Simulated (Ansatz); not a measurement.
Ansatz (a first-principles code) run on Tc3Ir (P3m1, 8 atoms in the cell): self-consistent single point.

Computed with PBEsol, default PAW files made with PBE (plane waves; Ansatz).

```
CELL_PARAMETERS angstrom
      5.47924     0.00000     0.00000
     -2.73962     4.74516     0.00000
      0.00000     0.00000     4.32898
ATOMIC_POSITIONS crystal
  Tc 0.83969 0.16031 0.75000
  Tc 0.16031 0.83969 0.25000
  Tc 0.67938 0.83969 0.25000
  Tc 0.32062 0.16031 0.75000
  Tc 0.83969 0.67938 0.75000
  Tc 0.16031 0.32062 0.25000
  Ir 0.66667 0.33333 0.26155
  Ir 0.33333 0.66667 0.75000
```

Reference input (self-consistent single point, DFT, PBEsol, plane waves, default PAW files made with PBE): basis.ecutwfc = 500 eV; kpoints.mp_grid.grid = 4 4 5; hamiltonian.xc = pbesol; hamiltonian.pseudopotentials = {kind: paw} (the program's default PAW files); scf.occupations.method = fermi_dirac; scf.occupations.width = 0.1 eV. This run's input differs from it in these lines:

Ansatz 0.2 input:
```diff
@@ -18,3 +18,3 @@
 kpoints:
-  mp_grid: { grid: [4, 4, 5] }
+  mp_grid: { grid: [9, 9, 10] }
 hamiltonian:
@@ -23,3 +23,3 @@
 scf:
-  occupations: { method: fermi_dirac, width: 0.1 }
+  occupations: { method: fermi_dirac, width: 0.05 }
 output:
```

Output (repeated stretches shortened):

```
SCF iter   1: F=—  HF=-55632.631993 eV  |F-HF|=—  |Δ(HF+E_count)|=         —  Δρ=1.43e-1  dr2=5.59e1  ethr=3.10e-3  ⟨swp⟩=4.8  Hψ=22720  notcnv=0  defer=7
all-band conjugate gradients solve this SCF's bands
preconditioner: auto → Kerker (q_TF=auto, 2.773 Å⁻¹)
SCF iter   2: F=—  HF=-55628.007229 eV  |F-HF|=—  |Δ(HF+E_count)|=    4.62e0  Δρ=7.53e-2  dr2=1.69e1  ethr=3.10e-3  ⟨swp⟩=2.0  Hψ=12240  notcnv=0  defer=320
   [... lines left out ...]
SCF iter   5: F=—  HF=-55626.043246 eV  |F-HF|=—  |Δ(HF+E_count)|=   1.72e-3  Δρ=6.66e-4  dr2=8.23e-4  ethr=9.70e-6  ⟨swp⟩=2.0  Hψ=12604  notcnv=0  defer=278
SCF iter   6: F=—  HF=-55626.043025 eV  |F-HF|=—  |Δ(HF+E_count)|=   2.21e-4  Δρ=1.30e-4  dr2=1.95e-5  ethr=6.64e-7  ⟨swp⟩=2.0  Hψ=10224  notcnv=0  defer=278
SCF iter   7: F=—  HF=-55626.043033 eV  |F-HF|=—  |Δ(HF+E_count)|=   7.90e-6  Δρ=2.46e-5  dr2=7.38e-7  ethr=1.57e-8  ⟨swp⟩=2.1  Hψ=9488  notcnv=0  defer=278
SCF iter   8: F=-55626.043033 eV  HF=-55626.043033 eV  |F-HF|=1.44e-8  |Δ(HF+E_count)|=   9.99e-8  Δρ=6.05e-6  dr2=3.03e-8  ethr=8.06e-11  ⟨swp⟩=9.8  Hψ=27072  notcnv=0
SCF 1 converged in 8 iterations: F = -55626.043033 eV  dr2 = 3.03e-8
Free energy (F): -55626.043033 eV
Internal energy: -55625.982384 eV  (E = F + TS)
E sigma→0 (E₀):  -55626.012709 eV
Entropy (-TS):   -0.060648 eV (-7.581 meV/atom)
Fermi energy:    23.365010 eV
--- Forces (eV/Å), atoms counted from 1 ---
  atom   1  Tc    -0.18527598     0.10696915     0.17294373
  atom   2  Tc     0.19766592    -0.11412249    -0.00615451
  atom   3  Tc    -0.19766593    -0.11412247    -0.00615451
  atom   4  Tc     0.18527599     0.10696913     0.17294373
  atom   5  Tc    -0.00000001    -0.21393828     0.17294373
  atom   6  Tc     0.00000001     0.22824495    -0.00615451
  atom   7  Ir    -0.00000000     0.00000000    -0.57061746
  atom   8  Ir    -0.00000000    -0.00000000     0.07025059
--- Stress (GPa, compression-positive) ---
       -2.238988       0.000000      -0.000000
        0.000000      -2.238988       0.000000
       -0.000000       0.000000      -2.534104
  P = ⅓ Tr σ = -2.3374 GPa (-23.374 kbar)
  The stress holds the Pulay correction. Without it, at fixed plane waves, as pw.x and ABINIT print it: P = -2.3679 GPa
```

The run converged in 8 iterations. Against the reference run the free energy rises by 2.6 meV/atom, the pressure goes from -2.05 to -2.34 GPa and the largest force goes from 0.520 to 0.571 eV/Å.

The starting cell comes from a database of computed structures (which also holds hypothetical and non-ambient phases and stackings), without a prior relaxation at this level. Its lattice was rescaled by up to half a per cent. One atom was moved a little off its site on purpose. Spin polarisation is off. Ansatz's pressure includes its estimate of the finite-basis (Pulay) stress.

Cost on one core of a shared machine: roughly 2 min.
